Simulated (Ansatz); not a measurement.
Start from CdS in the zinc blende structure (space group F-43m, No. 216; a = 5.927 Å).

Levels (all Ansatz, a program for electronic structure, PAW): PBE (420 eV, no spin-orbit coupling); HSE06+SOC (420 eV, with spin-orbit coupling).

The geometry is relaxed with PBE.

- PBE valence-band top at Γ = 0.00, 0.00, 0.00 eV
- PBE band gap = 1.04 eV

Question: Predict the valence-band top at Γ and band gap from HSE06+SOC.

Answer: The valence-band top at Γ (three highest Kramers pairs, from the VBM) goes from 0.00, 0.00, 0.00 eV to 0.00, 0.00, -0.07 eV; the band gap goes up by 0.98 eV (1.04 eV → 2.02 eV). The threefold valence maximum splits by Δso ≈ 0.07 eV.

Single points use the geometry relaxed with PBE. Differences between runs with and without spin-orbit coupling are approximate. No phonon test of stability was made.
